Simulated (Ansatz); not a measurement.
Pair distribution function (total) of Pt (fcc), cell Pt32, started from the crystal, held near 10 GPa [in the run: it stayed crystalline; mean temperature 313 K (target 300 K); density 21.28 g/cm³; 2×2×2 k-points, which a denser mesh shifts by 0.4 GPa in pressure and 0.03 eV/Å in forces], from MD at 313 K. Calculation: PBE (plane waves, PAW; Ansatz, an electronic-structure program). Volume per atom 15.22 Å³, mean pressure 9.8 GPa. 

(r (Å), g(r)): (1.82, 0.00); (1.86, 0.00); (1.90, 0.00); (1.94, 0.00); (1.98, 0.00); (2.02, 0.00); (2.06, 0.00); (2.10, 0.00); (2.14, 0.00); (2.18, 0.00); (2.22, 0.00); (2.26, 0.00); (2.30, 0.00); (2.34, 0.00); (2.38, 0.00); (2.42, 0.00); (2.46, 0.00); (2.50, 0.00); (2.54, 0.02); (2.58, 0.13); (2.62, 0.81); (2.66, 2.59); (2.70, 5.92); (2.74, 9.27); (2.78, 10.1); (2.82, 8.68); (2.86, 5.27); (2.90, 2.62); (2.94, 1.06); (2.98, 0.35); (3.02, 0.08); (3.06, 0.03); (3.10, 0.00); (3.14, 0.00); (3.18, 0.00); (3.22, 0.00); (3.26, 0.00); (3.30, 0.00); (3.34, 0.00); (3.38, 0.00); (3.42, 0.00); (3.46, 0.00); (3.50, 0.00); (3.54, 0.00); (3.58, 0.00); (3.62, 0.00); (3.66, 0.01); (3.70, 0.05); (3.74, 0.15); (3.78, 0.41); (3.82, 0.94); (3.86, 1.54); (3.90, 2.08)

Problem. From these data, give where the first shell ends and the number of neighbours in it.

Solution. g is nil from 3.1 to 3.6 Å, so any cut there serves; 12.0 neighbours in the shell, from n = 4πρ∫r²g(r)dr.
